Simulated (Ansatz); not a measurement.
Subject: the energy of the reaction as written. Reaction: 2 cell B → cell A. The sign is products less reactants.

Cell A: a sheet of composition Os2, 2 atoms, hexagonal cell of 3.63 Å (11.4 Å²), symmetry P-3m1 within 0.02 Å, 1.0 Å thick under 16 Å of vacuum, in-plane vectors relaxed; planes from bottom to top: Os × 2; a model cell; spin state with PBE: no moments, k-point mesh 18×18×1.
```
CELL_PARAMETERS angstrom
      3.62995     0.00000     0.00000
     -1.81497     3.14362     0.00000
      0.00000     0.00000    16.85348
ATOMIC_POSITIONS crystal
  Os 0.33333 0.66667 0.53014
  Os 0.66667 0.33333 0.46986
```

Cell B: a sheet of composition Os, 1 atom, hexagonal cell of 2.56 Å (5.7 Å²), symmetry P6/mmm within 0.02 Å, 0.0 Å thick under 16 Å of vacuum, in-plane vectors relaxed; planes from bottom to top: Os; a model cell; spin state with PBE: net moment 0.6 μB a cell, k-point mesh 30×30×1.
```yaml
crystal:
  lattice:
    - [2.56044, 0.00000, 0.00000]
    - [-1.28022, 2.21741, 0.00000]
    - [0.00000, 0.00000, 16.00000]
  atoms:
    - { symbol: Os, position: [0.00000, 0.00000, 0.50000] }
```

All numbers come from Ansatz (an electronic-structure program), plane waves with PAW, its PAW set soft_1, cutoff 420 eV, 500 eV for r2SCAN. The structures are at rest with PBE; other levels are single points on them. Neutral cells; Fermi-Dirac smearing of at most 0.10 eV in the solids, energies taken to zero width. The lattices are those relaxed with PBE, so at other levels the solids can be strained, which adds to the spread. A dispersion term (D3(BJ), or D4 for r2SCAN) was computed beside these levels and is taken off wherever the name lacks it. Space groups of crystals are read within 0.01 Å. No zero-point or thermal terms. The runs are scalar-relativistic, without spin-orbit coupling. Spin states are those reached from the starting moments, not proven ground states. The cells' k-point meshes differ in density, so the last digit is unsettled. Small moments in a metal shrink under a smearing of 0.1 eV, so the spin state is less sure. Cell A has symmetry P-3m1 within 0.02 Å and got no random move, so less symmetric positions, which may lie lower, weren't tried. Cell B has symmetry P6/mmm within 0.02 Å and got no random move, so less symmetric positions, which may lie lower, weren't tried.

Question: What value does PBE give?

Answer: 0.06 eV, for 2 cell B → cell A.

Question: What do the other levels give, and how wide is the spread?

Answer: 
```json
[
 {"Functional": "r2SCAN", "value (eV)": "0.12", "less PBE": "0.06"}
]
```

The levels shown span only 0.06 eV, too little to tell them apart.
